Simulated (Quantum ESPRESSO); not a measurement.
Input and output of a self-consistent single point for CoPS3 (C2/m, 10 atoms in the cell) (Quantum ESPRESSO).

Computed with PBEsol, PSlibrary ultrasoft (PBE) pseudopotentials (plane waves; Quantum ESPRESSO).

```
CELL_PARAMETERS angstrom
      2.88521    -4.99643     0.00000
      2.88521     4.99643     0.00000
     -1.92947     0.00000     6.58267
ATOMIC_POSITIONS crystal
  Co 0.33328 0.66672 0.50000
  Co 0.66672 0.33328 0.50000
  P  0.05565 0.05565 0.66432
  P  0.94435 0.94435 0.33568
  S  0.07270 0.42738 0.71739
  S  0.92730 0.57262 0.28261
  S  0.57262 0.92730 0.28261
  S  0.42738 0.07270 0.71739
  S  0.28110 0.28110 0.28185
  S  0.71890 0.71890 0.71815
```
Moments meant for the start (each program seeds them in its own way; μB, in the order of the atoms Co Co P P S S S S S S): 3.0 3.0 0.0 0.0 0.0 0.0 0.0 0.0 0.0 0.0.

Reference input (self-consistent single point, DFT, PBEsol, plane waves, PSlibrary ultrasoft (PBE) pseudopotentials): ecutwfc = 50 Ry; ecutrho = 300 Ry; occupations = smearing; smearing = gauss; degauss = 0.0073499 Ry; nspin = 2; input_dft = pbesol; K_POINTS = automatic 4 4 3 0 0 0; conv_thr = 1e-10 Ry; mixing_beta = 0.2. This run's input differs from it in these lines:

```diff
@@ -15,3 +15,3 @@
    smearing = 'gauss'
-   degauss = 0.0073499
+   degauss = 0.011025
    nspin = 2
```

The program printed (abridged):

```
     Self-consistent Calculation

     iteration #  1     ecut=    50.00 Ry     beta= 0.20

     total energy              =    -304.60443560 Ry
     estimated scf accuracy    <       2.14401271 Ry

     total magnetization       =     2.00 Bohr mag/cell
     absolute magnetization    =     2.11 Bohr mag/cell

     iteration #  2     ecut=    50.00 Ry     beta= 0.20

     total energy              =    -304.82463127 Ry
     estimated scf accuracy    <       3.33647221 Ry

     total magnetization       =     5.55 Bohr mag/cell
     absolute magnetization    =     5.75 Bohr mag/cell

     iteration #  3     ecut=    50.00 Ry     beta= 0.20

   [... lines left out ...]

     Magnetic moment per site  (integrated on atomic sphere of radius R)
     atom   1 (R=0.168)  charge=  7.2964  magn=  0.5565
     atom   2 (R=0.168)  charge=  7.2964  magn=  0.5565
     atom   3 (R=0.148)  charge=  2.1346  magn=  0.0234
     atom   4 (R=0.148)  charge=  2.1346  magn=  0.0234
     atom   5 (R=0.148)  charge=  3.0897  magn=  0.0144
     atom   6 (R=0.148)  charge=  3.0897  magn=  0.0144
     atom   7 (R=0.148)  charge=  3.0897  magn=  0.0144
     atom   8 (R=0.148)  charge=  3.0897  magn=  0.0144
     atom   9 (R=0.148)  charge=  3.0892  magn=  0.0152
     atom  10 (R=0.148)  charge=  3.0892  magn=  0.0152
     End of self-consistent calculation

     the Fermi energy is     7.0770 ev

!    total energy              =    -305.16936624 Ry
     estimated scf accuracy    <          4.6E-11 Ry
     smearing contrib. (-TS)   =      -0.00411786 Ry
     internal energy E=F+TS    =    -305.16524838 Ry

     total magnetization       =     1.45 Bohr mag/cell
     absolute magnetization    =     1.60 Bohr mag/cell

     convergence has been achieved in  28 iterations

     Forces acting on atoms (cartesian axes, Ry/au):

     atom    1 type  1   force =     0.00000000    0.00018663    0.00000000
     atom    2 type  1   force =     0.00000000   -0.00018663    0.00000000
     atom    3 type  2   force =    -0.00067884    0.00000000    0.00817265
     atom    4 type  2   force =     0.00067884    0.00000000   -0.00817265
   [... lines left out ...]

     Total force =     0.053143     Total SCF correction =     0.000015

          total   stress  (Ry/bohr**3)                   (kbar)     P=      -29.04
  -0.00019592   0.00000000   0.00000296          -28.82        0.00        0.44
   0.00000000  -0.00019088   0.00000000            0.00      -28.08        0.00
   0.00000296  -0.00000000  -0.00020541            0.44       -0.00      -30.22

   JOB DONE.
```

The run converged in 28 iterations. Against the reference run the free energy goes down by 1.4 meV/atom, the pressure hardly changes (-2.87 to -2.90 GPa), the largest force goes from 0.500 to 0.547 eV/Å and the size of the net moment moves little (0.17 to 0.14 μB/atom).

The starting cell comes from a database of computed structures (which also holds hypothetical and non-ambient phases and stackings), without a prior relaxation at this level. The moments shrank to a small part of their start, a low-spin state that need not be the lowest.

Cost on one core of a shared machine: roughly 9 min.
